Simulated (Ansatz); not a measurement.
Given:

```yaml
crystal:
  lattice:
    - [0.03895, 3.06664, 3.06664]
    - [3.10558, 0.00000, 3.10558]
    - [3.06664, 3.06664, 0.03895]
  atoms:
    - { symbol: Se, position: [0.75273, 0.74727, 0.75273] }
    - { symbol: Cd, position: [0.99727, 0.00273, 0.99727] }
```

No spin polarisation.

Calculations: r2SCAN (Ansatz, a first-principles code; PAW; 500 eV plane waves; no SOC). Settings: 9×9×9 k-points, 0.05 eV Fermi–Dirac smearing.

**Question.** Estimate the stress (xx, yy, zz, yz, xz, xy; compression positive).

**Answer.** (0.00, -0.01, 0.00, 0.00, -0.56, 0.00) GPa.

**Question.** Predict the valence-band top at Γ (three highest levels, from the VBM).

**Answer.** 0.00, -0.06, -0.11 eV.

The levels and masses belong to the bands next to the band gap. The cells carry an imposed strain or load. Stability against distortions was not tested. The cell was made from CdSe in the zinc blende structure (space group F-43m, No. 216) by this change: tensor shear ε_xz = +1.27 %.
